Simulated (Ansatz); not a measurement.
An Ansatz (a first-principles code) input (DFT with PBEsol, PAW potentials and a 420 eV plane-wave cutoff in Ansatz, no SOC, earlier PAW set):

Ansatz 0.2 input:
```yaml
crystal:
  lattice:
    - [-2.0855257112, 2.0855257112, 2.0855257112]
    - [2.0855257112, -2.0855257112, 2.0855257112]
    - [2.0855257112, 2.0855257112, -2.0855257112]
  atoms:
    - { symbol: Na, position: [0, 0, 0] }
basis: { ecutwfc: 420, ecutrho_ratio: 4, xc_grid: 2, fft_grid_basis: typed }
kpoints: { mp_grid: { grid: [16, 16, 16] } }
hamiltonian:
  xc: pbesol
  dispersion: none
  pseudopotentials: { azcp: { folder: ./paw }, kind: paw }
scf: { occupations: { method: fermi_dirac, width: 0.05 }, convergence: { dr2_threshold: 0.0000000001 } }
output: { forces: true, stress: true }
checkpoint: { write: state.ck, write_every: 1000 }
```

Q: Which symmetry and how many k-points will the program report, and about how many plane waves at Γ?

A: Space group Im-3m (ITA 229) with 48 operations, k-points 145 of 4096, and 683 plane waves at Γ.

Whether these cells are dynamically stable was not tested. The cell was made from Ba by this change: Ba → Na.
